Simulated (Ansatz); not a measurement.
The slab is Si(100) 2x1 dimer surface, one row of 4 dimers, 5 layers, bottom layer H-capped and fixed, every top atom capped by Br; cell 7.7 x 15.3 Å; about 7 Å thick over its heavy atoms, 24 atoms held; the lower dihydride is canted and the layers over it are shifted sideways by a few tenths of an Å, alike in all states. All values below come from PBE-D3(BJ) (plane waves to 420 eV, PAW; Ansatz, an electronic-structure program). k mesh 2 x 1 x 1. The slab states were run without spin polarisation. No spin-orbit coupling. Results hold for this slab, coverage and mesh. Energies are static: no zero-point or thermal part. Relaxed states are local minima reached from one prepared geometry each.

One SiH4 a cell is brought to Si(100)-2x1:Br. Relaxed result near the molecule:

```csv
atom,x (Å),y (Å),z (Å)
Si(a0),3.363,10.678,12.926
H(a1),2.577,9.825,11.990
H(a2),3.082,10.269,14.336
H(a3),4.821,10.509,12.651
H(a4),2.985,12.110,12.742
```

**Question.** What is the adsorption energy against the free SiH4 and the slab before, and how much of it is dispersion?

**Answer.** -0.17 eV (negative: bound); the D3 term gives -0.17 eV of it. Its closest contact to the surface is H(a1) to Br(61) at 3.22 Å; no covalent or hydrogen bond holds it, so it is physisorbed.
